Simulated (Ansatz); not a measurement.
The reference is SiC (space group P6_3mc, No. 186).

```xyz
12
Lattice="3.0787 0.0000 0.0000 -1.5393 2.6662 0.0000 0.0000 0.0000 15.1079" Properties=species:S:1:pos:R:3 pbc="T T T"
Si     0.0000     0.0000    15.1052
Si     0.0000     0.0000     7.5512
Si     1.5393     0.8887    12.5861
Si     0.0000     1.7775     5.0322
Si     1.5393     0.8887     2.5170
Si     0.0000     1.7775    10.0709
C      0.0000     0.0000    13.2113
C      0.0000     0.0000     5.6574
C      1.5393     0.8887    10.6978
C      0.0000     1.7775     3.1439
C      1.5393     0.8887     0.6289
C      0.0000     1.7775     8.1829
```

Level of theory: r2SCAN (Ansatz, an electronic-structure program), scalar-relativistic without spin-orbit coupling, earlier PAW set.

For the base:

The pressure comes out as 0.00 GPa.

Perturbation: an isotropic linear strain of +0.80 %; the atoms relax in the strained cell.

Q: Estimate the effect on the energy relative to the base.

A: The energy rises by 4.1 meV/atom.

Q: Predict the new pressure.

A: The pressure (mean of the normal stresses, compression positive) goes from zero to -5.20 GPa.

Stability against distortions was not tested.
